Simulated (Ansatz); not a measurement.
**Ir: transverse stress against strain**

Ir (fcc, Fm-3m, 14.211 Å³/atom at rest, cube axes along x, y and z) under a strain ε along a cube axis (axis z), the other axes held. r2SCAN in Ansatz, a plane-wave DFT program (PAW, default set), 500 eV, 29×29×29 Γ-centred mesh, Fermi-Dirac smearing 0.10 eV; ions are relaxed within the symmetry of each cell. Stress is positive for a compressed cell.

Here s stands for strain and y for stress xx.

| strain (%) | stress xx (GPa) |
|---|---|
| -3.00 | ? |
| -1.50 | 3.97 |
| -1.00 | 2.59 |
| -0.50 | 1.27 |
| 0.00 | 0.00 |
| 0.50 | -1.22 |
| 1.00 | -2.38 |
| 1.50 | -3.51 |

**Question.** Fit y against s with a straight line, and predict the withheld value at s = -3.00.

**Answer.** Means: s 0, y 0.103. About the means, the sum of products is -17.435 and the sum of squares of s is 7.0000; the slope is their ratio. Least squares gives y = 0.103 - 2.4907·s. Residuals (row less fit): 0.131, -0.004, -0.078, -0.103, -0.078, 0.008, 0.123; standard error 0.105 (degrees of freedom: 5). The slope gives the elastic constant C12 = 249 ± 4 GPa. At the withheld row, y = 0.103 - 2.4907 × (-3.0) = 7.575 GPa. The calculation gives 8.46 GPa, 0.885 GPa above the prediction (7.4 % of the range of y in the table). The row lies outside the fitted rows, so this is an extrapolation. From the scatter of the fitted rows alone, a prediction at this place has a standard error of 0.164 GPa, so the miss is 5.4 times that.

One order more, fitted to all 13 runs of the series, follows each within 0.02, so the miss is the next term of a smooth law. In a metal these values are sensitive to mesh and smearing; energies are taken to zero smearing, stresses follow the free energy. Rows are the converged runs of the series near zero and its far end; series whose fitted rows scatter by over a few per cent of the range, as at a crossing or softening among them, aren't shown in this form. Most that stay on the fit to the last digits aren't either.
